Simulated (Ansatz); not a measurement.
InP under load (space group R3m), r2SCAN with spin-orbit coupling, rigid bands run with Ansatz (a quantum-chemistry and plane-wave program). Condition of this run: uniaxial stress along [111] of -1 GPa (compression positive) (the target of the relaxation). Band gap 0.95 eV, N_c = 5.41e17 cm⁻³ and N_v = 1.43e19 cm⁻³ at 300 K, conductivity masses of 0.0823 mₑ (electrons) and 0.528 mₑ (holes). Take k_BT = 0.02585 eV.

Problem. Find the intrinsic carrier density and the intrinsic Fermi level.

Solution. n_i = √(N_c N_v) exp(−E_g/2k_BT) = 2.78e18 × exp(−18.37) = 2.9e10 cm⁻³. The level lies (k_BT/2) ln(N_v/N_c) = 42 meV from mid-gap (positive towards the conduction band). Each 0.1 eV added to the gap lowers n_i by a factor of 6.9.

Problem. What thermal injection velocity √(2k_BT/πm) limits a ballistic channel?

Solution. 1.88e7 cm/s for electrons and 7.40e6 cm/s for holes, a ratio of √(m_h/m_e) = 2.53, for dilute carriers.

Rigid bands with the computed gap; masses take one relaxation time for all states.
